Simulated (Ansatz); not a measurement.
```xyz
2
Lattice="0.0000 2.4249 2.3990 2.4249 0.0000 2.3990 2.4249 2.4249 0.0000" Properties=species:S:1:pos:R:3 pbc="T T T"
Be     0.0000     0.0000     0.0000
S      3.6373     3.6373     3.5986
```

All values below come from PBEsol with spin-orbit coupling, rigid bands (plane waves, PAW; Ansatz, a quantum-chemistry and plane-wave program). Condition of this run: uniaxial stress zz = 1 GPa (compression positive) (the target of the relaxation). How the cell was made: cell and atoms relaxed with PBEsol, then loaded as said.

**Question.** What conductivity effective mass do dilute holes have at 300 K?

**Answer.** 0.77 (x), 0.77 (y), 0.74 (z) mₑ.

**Question.** What conductivity effective mass do dilute electrons have at 300 K?

**Answer.** 0.30 (x), 0.30 (y), 0.70 (z) mₑ.

**Question.** And the band gap?

**Answer.** 2.79 eV at this level; semilocal functionals usually fall short of the measured gap.

Rigid bands, one relaxation time for all states, no polarons.
